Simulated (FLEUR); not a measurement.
Band structure of Ge3Rh (I4/mmm, 4 atoms in the cell).

```
CELL_PARAMETERS angstrom
     -2.12256     2.12256     3.73766
      2.12256    -2.12256     3.73766
      2.12256     2.12256    -3.73766
ATOMIC_POSITIONS crystal
  Ge 0.75000 0.25000 0.50000
  Ge 0.25000 0.75000 0.50000
  Ge 0.50000 0.50000 0.00000
  Rh 0.00000 0.00000 0.00000
```

Level of theory: LDA (Perdew-Zunger), all-electron FLAPW (FLEUR), scalar-relativistic valence.

Settings: Kmax = 4 1/bohr; GmaxXC = 14 1/bohr; xcFunctional = pz; jspins = 1; l_soc = F; mode = hist; fermiSmearingEnergy = 0.00183747 Htr; mesh (inpgen div1-3) = 8 8 8; inpgen gamma flag = true; Gmax = 14 1/bohr; numbands = 0; maxIterBroyd = 15; imix = Anderson; alpha = 0.05.

The starting cell comes from a database of computed structures (which also holds hypothetical and non-ambient phases and stackings), without a prior relaxation at this level. Spin polarisation is off. Values depend on the basis (sphere radii, cutoffs, local orbitals), which need not be converged.

These are the values that this program gave, and no reference: the default basis lacks the next d shell.

Levels in eV from the Fermi level, bands 26 to 33:
| point | 26 | 27 | 28 | 29 | 30 | 31 | 32 | 33 |
|---|---|---|---|---|---|---|---|---|
| Γ | -1.81 | -1.18 | -0.62 | -0.62 | 1.38 | 1.38 | 2.08 | 3.29 |
| X | -1.63 | -1.39 | -0.81 | -0.36 | 2.35 | 3.66 | 3.71 | 5.99 |
| Y | -1.75 | -1.14 | -0.32 | 0.00 | 1.80 | 3.45 | 4.27 | 4.87 |
| S | -2.00 | -1.27 | -0.95 | 0.44 | 2.78 | 3.07 | 3.48 | 4.12 |
| Z | -2.09 | -1.74 | -0.60 | -0.37 | 3.31 | 4.07 | 4.42 | 4.42 |
| S1 | -2.00 | -1.27 | -0.95 | 0.44 | 2.78 | 3.07 | 3.48 | 4.12 |
| N | -1.72 | -0.74 | -0.33 | 0.01 | 0.53 | 1.22 | 3.00 | 5.39 |
| P | -1.63 | -1.41 | -0.73 | 0.17 | 0.17 | 0.96 | 6.20 | 6.64 |
| Y1 | -1.75 | -1.14 | -0.32 | 0.00 | 1.80 | 3.45 | 4.27 | 4.87 |
